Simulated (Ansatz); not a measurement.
An Ansatz (a quantum-chemistry and plane-wave program) input (PBEsol-D3(BJ) (Ansatz, PAW, no SOC)):

Ansatz 0.2 input:
```yaml
crystal:
  lattice:
    - [3.7696591916, 0, 0]
    - [-1.8848295958, 3.2646206235, 0]
    - [0, 0, 11.2917999179]
  atoms:
    - { symbol: Sn, position: [0.3333333333, 0.6666666667, 0.25] }
    - { symbol: Sn, position: [0.6666666667, 0.3333333333, 0.75] }
    - { symbol: Se, position: [0.3333333333, 0.6666666667, 0.5969030741] }
    - { symbol: Se, position: [0.6666666667, 0.3333333333, 0.0969030741] }
    - { symbol: Se, position: [0.6666666667, 0.3333333333, 0.4030969259] }
    - { symbol: Se, position: [0.3333333333, 0.6666666667, 0.9030969259] }
basis: { ecutwfc: 420, ecutrho_ratio: 4, xc_grid: 2, fft_grid_basis: typed }
kpoints: { mp_grid: { grid: [14, 14, 4] } }
hamiltonian:
  xc: pbesol
  dispersion: d3bj
  pseudopotentials: { kind: paw }
scf: { occupations: { method: fermi_dirac, width: 0.05 }, convergence: { dr2_threshold: 0.0000000006 } }
output: { forces: true, stress: true }
```

Problem. Which symmetry and how many k-points will the program report, and about how many plane waves at Γ?

Solution. Space group P63/mmc (ITA 194) with 24 operations, k-points 72 of 784, and 2725 plane waves at Γ.

Whether these cells are dynamically stable was not tested. The final runs are not spin-polarised. The cell is SnSe₂ in the 2H-MoS2 type structure (space group P6_3/mmc, No. 194; a hypothetical phase, not in the database extracts checked; layered, stacked along the Cartesian z axis).
